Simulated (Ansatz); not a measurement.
The reference is CuI in the zinc blende structure (space group F-43m, No. 216; a = 6.0228 Å).

Level of theory: r2SCAN in Ansatz (plane waves to 500 eV, PAW, no SOC).

One change was made to it. Results:

The lattice parameter a increases by 0.048 Å, from 6.023 Å to 6.071 Å; the valley order (the lowest conduction-band minima on the path, energy above the VBM, named in the base's zone) changes from Γ 1.67 eV; L along ⟨111⟩ 2.57 eV; X along ⟨100⟩ 2.90 eV to Γ 1.60 eV; L along ⟨111⟩ 2.54 eV; X along ⟨100⟩ 2.95 eV.

**Question.** Which change produced these results?
A) pressure −2 GPa
B) pressure 75 GPa
C) pressure −1 GPa

**Answer.** C, pressure −1 GPa. For comparison, the valley order in the other runs: pressure −2 GPa gives Γ 1.52 eV; L along ⟨111⟩ 2.52 eV; X along ⟨100⟩ 3.00 eV; pressure 75 GPa gives a point along ⟨100⟩, about 0.9 Å⁻¹ from Γ 1.57 eV; L along ⟨111⟩ 2.88 eV; Γ 3.61 eV.

Spin-orbit coupling, missing from the scalar runs, can matter with I. The levels and masses belong to the bands next to the band gap. Load acts through the strain it causes; cell and atoms are relaxed under it. Stability against distortions was not tested. Tetrahedral semiconductors of this kind turn to denser phases somewhere between about 1 and 50 GPa; those were not computed, so compressed cells here can lie past the real transition. All final runs are without spin polarisation.

Ansatz is a first-principles code.
